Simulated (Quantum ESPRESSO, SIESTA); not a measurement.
A Quantum ESPRESSO input for a self-consistent single point of Li3Ni (I4/mmm, 4 atoms in the cell) (DFT, PBEsol, plane waves, GBRV 1.5 ultrasoft (PBESOL) pseudopotentials):

```fortran
&CONTROL
   calculation = 'scf'
   prefix = 'run'
   outdir = './work'
   pseudo_dir = './'
   verbosity = 'high'
   tprnfor = .true.
   tstress = .true.
/
&SYSTEM
   ibrav = 0
   nat = 4
   ntyp = 2
   ecutwfc = 50
   ecutrho = 400
   occupations = 'smearing'
   smearing = 'fd'
   degauss = 0.0099958
/
&ELECTRONS
   conv_thr = 1.0d-9
   mixing_beta = 0.4
/
ATOMIC_SPECIES
Li     6.9400  li_pbesol_v1.4.uspp.F.UPF
Ni    58.6934  ni_pbesol_v1.4.uspp.F.UPF
ATOMIC_POSITIONS {crystal}
Li    0.7500000000    0.2500000000    0.5000000000
Li    0.2500000000    0.7500000000    0.5000000000
Li    0.5000000000    0.5000000000    0.0000000000
Ni    0.0000000000    0.0000000000    0.0000000000
K_POINTS {automatic}
12 12 12  0 0 0
CELL_PARAMETERS {angstrom}
  -1.9049100000     1.9049100000     3.7879550000
   1.9049100000    -1.9049100000     3.7879550000
   1.9049100000     1.9049100000    -3.7879550000
```

Give the SIESTA input for the same structure, mesh, smearing and functional.

This is the input that was run; spellings and numerical settings could be chosen otherwise.

```
# files in the folder: Li.psml Ni.psml (PseudoDojo PBEsol standard)
SystemName  Li3Ni
SystemLabel li3ni

NumberOfAtoms                4
NumberOfSpecies              2
%block ChemicalSpeciesLabel
  1 3 Li
  2 28 Ni
%endblock ChemicalSpeciesLabel
LatticeConstant              1.0 Ang
%block LatticeVectors
    -1.904910000    1.904910000    3.787955000
     1.904910000   -1.904910000    3.787955000
     1.904910000    1.904910000   -3.787955000
%endblock LatticeVectors
AtomicCoordinatesFormat      Ang
%block AtomicCoordinatesAndAtomicSpecies
     0.000000000    1.904910000    1.893977500  1
     1.904910000    0.000000000    1.893977500  1
     0.000000000    0.000000000    3.787955000  1
     0.000000000    0.000000000    0.000000000  2
%endblock AtomicCoordinatesAndAtomicSpecies

XC.functional                GGA
XC.authors                   PBEsol
PAO.BasisSize                TZP
PAO.EnergyShift              0.01 Ry
PAO.Polarization.NonPerturbative true
MeshCutoff                   350 Ry
%block kgrid.MonkhorstPack
   12   0   0  0.0
    0  12   0  0.0
    0   0  12  0.0
%endblock kgrid.MonkhorstPack
OccupationFunction           FD
ElectronicTemperature        136.0 meV

MaxSCFIterations             150
SCF.Mixer.Method             Pulay
SCF.Mixer.Weight             0.2
SCF.Mixer.History            8
SCF.DM.Tolerance             1.0E-04
Diag.ParallelOverK           true
WriteForces                  true
Charge.Mulliken              end
```

Basis, cutoffs, solver keys and any potentials are the target program's own. This input uses DFT, GGA PBEsol, numerical atomic orbitals TZP, PseudoDojo PBEsol standard norm-conserving potentials (rewritten from UPF to PSML). Both were run: pressure -0.78 GPa in Quantum ESPRESSO and -3.61 in SIESTA.

On Quantum ESPRESSO: the starting cell comes from a database of computed structures (which also holds hypothetical and non-ambient phases and stackings), without a prior relaxation at this level. Spin polarisation is off.

On SIESTA: the starting cell comes from a database of computed structures (which also holds hypothetical and non-ambient phases and stackings), without a prior relaxation at this level. Spin polarisation is off. Values carry the incompleteness of an atom-centred basis. With a pressure of about -4 GPa the cell is away from its equilibrium volume at this level.
